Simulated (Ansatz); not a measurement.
The parent structure is SrTiO$_{3}$ in the cubic perovskite structure (space group Pm-3m, No. 221).

```cif
data_O3SrTi
_chemical_formula_sum 'Sr1 Ti1 O3'
_space_group_name_H-M_alt 'Pm-3m'
_space_group_IT_number 221
_space_group_name_Hall '-P 4 2 3'
_cell_length_a 3.93642
_cell_length_b 3.93642
_cell_length_c 3.93642
_cell_angle_alpha 90.000
_cell_angle_beta 90.000
_cell_angle_gamma 90.000
loop_
_atom_site_label
_atom_site_type_symbol
_atom_site_symmetry_multiplicity
_atom_site_Wyckoff_symbol
_atom_site_fract_x
_atom_site_fract_y
_atom_site_fract_z
_atom_site_occupancy
Sr1 Sr 1 a 0.00000 0.00000 0.00000 1
Ti1 Ti 1 b 0.50000 0.50000 0.50000 1
O1 O 3 c 0.00000 0.50000 0.50000 1
```

Method: PBE, PAW, 420 eV (Ansatz, an electronic-structure program; no spin-orbit coupling).

Strains are applied to the cell and any free atomic positions relax.

One change was made to it. Results:

The pressure grows by 6.68 GPa (0.01 GPa → 6.69 GPa); the energy increases by 8.8 meV/atom; the band gap increases by 0.07 eV (1.84 eV → 1.91 eV).

### Question
Name the change that was made.
A) isotropic strain −1.80 %
B) isotropic strain −2.40 %
C) isotropic strain −3.00 %
D) isotropic strain −1.20 %

### Answer
D, isotropic strain −1.20 %. For comparison, the energy relative to the base in the other runs: isotropic strain −1.80 % gives +20 meV/atom; isotropic strain −3.00 % gives +58 meV/atom; isotropic strain −2.40 % gives +37 meV/atom.

Stability against distortions was not tested. The final runs are not spin-polarised. Many cubic perovskites are stable only at high temperature; tilts and polar distortions were not tested.
